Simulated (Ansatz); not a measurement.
Take PbS in the rock salt structure (space group Fm-3m, No. 225; a = 5.9028 Å) as the base. Axes: x, y, z lie along the cube axes.

Computed with PBEsol (Ansatz, a quantum-chemistry and plane-wave program), scalar-relativistic without spin-orbit coupling, earlier PAW set.

Base values:

The volume per atom comes out as 25.71 Å³.

It is then changed as follows: uniaxial stress, 0.5 GPa compression along x; all other stress components relax to zero.

### Question
How does this affect the energy relative to the base and volume per atom?

### Answer
The energy stays essentially unchanged; the volume per atom drops by 0.07 Å³, from 25.71 Å³ to 25.64 Å³.

Load acts through the strain it causes; cell and atoms are relaxed under it. Beyond what the load breaks, stability against distortions was not tested.
